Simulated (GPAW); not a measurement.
GPAW run on Zr (P6_3/mmc, 2 atoms in the cell): self-consistent single point.

Method of the run: PBEsol, GPAW PAW datasets PBEsol (made by gpaw-setup) (plane waves; GPAW).

```
Zr
1.0
    3.20587     0.00000     0.00000
   -1.60293     2.77636     0.00000
    0.00000     0.00000     5.11895
Zr
2
Cartesian
  0.00000   1.85091   1.27974
  1.60293   0.92545   3.83921
```

Reference input (self-consistent single point, DFT PBE, plane waves, GPAW PAW datasets PBE (gpaw-data 1.0.1)): mode = pw; ecut = 550 eV; xc = PBE; kpts = 16 16 9; mesh shift (steps) = 0 0 0; occupations.name = fermi-dirac; occupations.width = 0.1 eV; nbands = -10; convergence.forces = 0.001 eV/Å; symmetry.symmorphic = false; symmetry.tolerance = 0.0005; maxiter = 150. This run's input differs from it in these lines:

```diff
@@ -13,3 +13,3 @@
 calc = GPAW(mode={'name': 'pw', 'ecut': 550},
-            xc='PBE',
+            xc='PBEsol',
             kpts={'size': (16, 16, 9), 'gamma': True},
```

Its files differ too (potentials: GPAW PAW datasets PBEsol (made by gpaw-setup)).

Log, with long lists cut:

```
     iter     time        total  log10-change:
                         energy   eigst   dens  force
iter:   1 --:--:--   -16.127356
iter:   2 --:--:--   -16.132426   -0.60  -1.39
iter:   3 --:--:--   -15.899716   -0.92  -1.41
iter:   4 --:--:--   -15.919422   -1.85  -2.18
iter:   5 --:--:--   -15.962746   -2.32  -2.16
iter:   6 --:--:--   -15.897157   -1.95  -1.95
iter:   7 --:--:--   -15.897397   -3.24  -2.83
iter:   8 --:--:--   -15.897264c  -3.73  -3.05
iter:   9 --:--:--   -15.897349c  -4.60  -3.94
iter:  10 --:--:--   -15.897374c  -5.62  -3.57
iter:  11 --:--:--   -15.897273c  -5.06  -3.50
iter:  12 --:--:--   -15.897260c  -5.68  -4.13c
iter:  13 --:--:--   -15.897267c  -6.64  -4.71c
iter:  14 --:--:--   -15.897261c  -6.85  -4.41c
iter:  15 --:--:--   -15.897260c  -7.58c -4.91c
iter:  16 --:--:--   -15.897263c  -7.15  -4.94c
iter:  17 --:--:--   -15.897259c  -7.16  -4.69c
iter:  18 --:--:--   -15.897260c  -9.21c -5.48c -16.34c
Converged after 18 iterations.

Dipole moment: (0.000000, -0.000000, 0.000000) |e|*Ang

Energy contributions relative to reference atoms: (reference = -195675.701761)

Kinetic:         +4.675250
Potential:       -5.556478
External:        +0.000000
XC:             -15.694422
Entropy (-ST):   -0.069094
Local:           +0.712937
SIC:             +0.000000
--------------------------
Free energy:    -15.931807
Extrapolated:   -15.897260

Showing only first 2 kpts
 Kpt  Band  Eigenvalues  Occupancy
  0    10     10.39554    0.00026
  0    11     10.39554    0.00026
  0    12     10.52991    0.00007
  0    13     10.77509    0.00001

  1    10     10.33773    0.00047
  1    11     10.33773    0.00047
  1    12     10.44759    0.00016
  1    13     10.57272    0.00004

Fermi level: 9.50140

No gap
No difference between direct/indirect transitions
Energy (eV): -15.89726

Forces in eV/Ang:
  0 Zr    0.00000   -0.00000    0.00000
  1 Zr    0.00000    0.00000   -0.00000

Stress tensor:
     0.011874    -0.000000     0.000000
    -0.000000     0.011874     0.000000
     0.000000     0.000000     0.008730
Stress (GPa, Voigt): [ 1.9024  1.9024  1.3986  0.      0.     -0.    ]
```

The run converged in 18 iterations. GPAW prints stress with tension positive. Against the reference run the pressure goes from 2.14 to -1.73 GPa.

The starting cell comes from a database of computed structures (which also holds hypothetical and non-ambient phases and stackings), without a prior relaxation at this level. Its lattice was rescaled by a random factor within 2.5 % of one.

Cost on one core of a shared machine: roughly 2 min.
